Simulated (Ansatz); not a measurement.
Results of rVV10 (Ansatz, a program for electronic structure, plane waves, PAW) for CsCl-type CoGa.

Run with plane-wave cutoff 520 eV, 20×20×20 k mesh, Fermi–Dirac smearing 0.05 eV, no spin polarisation, scalar-relativistic PAW data made under PBE.

Computed at the level's own relaxed cell.

Question: What does this level give for the equilibrium volume per atom, bulk modulus B0, lattice parameter a and pressure derivative B′ of the bulk modulus?

Answer: 
equilibrium volume per atom: 12.15 Å³/atom
bulk modulus B0: 171 GPa
lattice parameter a: 2.897 Å
pressure derivative B′ of the bulk modulus: 4.8

The run finds no gap.

Measured, for comparison: lattice constant a 2.878 Å (temperature not stated, copied from a table, unchecked, no zero-point or thermal correction; as tabulated in Monatshefte fuer Chemie und verwandte Teile anderer Wissenschaften 123, 509 (1992)). Computed (rounded) less measured: lattice constant a not scored (unchecked).
